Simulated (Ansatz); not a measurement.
**The (111) surface of fcc Ir, one row in 4 of the top plane missing (bottom of the slab: a bare face, its two planes held)**

These are PBE (plane waves to 420 eV, PAW; Ansatz, a first-principles code) values and carry that method's errors.

Model: 23-atom slab, 11.2 Å thick at the start with caps and adatoms (thin: gaps and levels are the slab's own), 16x4x1 mesh, Fermi-Dirac 0.1 eV, dipole correction, 8 atoms held, the rest relaxed; symmetry of the start imposed; no spin, no spin-orbit, no U. In PBE it is, or lies within 0.01 eV a 1x1 cell of, the lowest of the 2 structures of its composition computed so far; subsurface sites and larger cells were not tried.

```
Property                                         Value
-----------------------------  -----------------------
work function of the top face                  5.15 eV
energy released by relaxation                  0.34 eV
cost                           roughly 18 core-minutes
```
